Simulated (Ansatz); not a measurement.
Amorphous Zr20O41Sr

It comes from a melt-quench run on a machine-learned potential (CHGNet), relaxed afterwards by DFT. O atoms were pushed apart under 1.9 Å during the dynamics, to hinder bonds among them. The hot cell started wider than the set density and was brought back towards it in steps. It is the lowest in DFT energy of 2 quenches. It is a model cell: composition and starting density were chosen by hand, and all elements were melted together. No dispersion term was used.

Methods: PBE, scalar-relativistic without spin-orbit coupling (Ansatz, a program for electronic structure); r2SCAN, scalar-relativistic without spin-orbit coupling (Ansatz); HSE06, scalar-relativistic without spin-orbit coupling (Ansatz). Geometry, pressure, stress and energy are those of the PBE run. Its sampling: a 2×2×2 Γ-centred mesh; Fermi-Dirac width 0.02 eV; no spin polarisation. Other functionals are single points at the zone centre (r2SCAN at 500 eV; exact exchange cut at the cell's faces), free to take moments where seeds were set.

The number of atoms in the cell is 62 and the density (held, not predicted) comes out as 5.30 g/cm^3. The volume per atom is 12.99 Å^3. The pressure on a 2×2×2 Γ-centred mesh comes out as -1.17 GPa and the largest force and stress component on that mesh (the relaxation ran on the zone centre alone) is 0.11 eV/Å and 1.2 GPa. The gap on a 2×2×2 Γ-centred mesh (PBE) is 3.53 eV and the gap at the zone centre (PBE) is 3.61 eV. The gap at the zone centre (r2SCAN) is 4.05 eV and the gap at the zone centre (HSE06) is 5.12 eV.

Cut-offs for bonds: Zr-Zr 3.41 Å, Zr-O 2.80 Å, Zr-Sr 3.80 Å, O-O 1.58 Å, O-Sr 3.13 Å, Sr-Sr 4.18 Å. Two cations that share two anions don't count as bonded, nor two that share one unless they lie closer than Zr-Zr 3.32 Å, Zr-Sr 3.69 Å, Sr-Sr 4.07 Å.

```
Quantity                                                                                                       Result
---------------------------------  ----------------------------------------------------------------------------------
Mean coordination of Zr by anions  6.65 (8 with 6, 11 with 7, 1 with 8); 1 close contacts or bonds to cations besides
Mean coordination of O                                                          3.44 (1 with 2, 21 with 3, 19 with 4)
Mean coordination of Sr by anions                       8.00 (1 with 8); 1 close contacts or bonds to cations besides
Mean Zr-O bond                                                                  2.188 Å (spread 0.149 Å, 133 counted)
Mean O-Sr bond                                                                    2.632 Å (spread 0.194 Å, 8 counted)
```

Its density started from a set value of 5.29 g/cm³. The quench (nominally 380 K/ps over its main leg) was far faster than any real one, so the model tends to hold more defects than a real film. A cell of this size samples the disorder only roughly. The volume was held where the preparation left it and the shape relaxed, at a PBE pressure of -1.2 GPa (tension). Stress components on the final sampling reach 1.2 GPa.
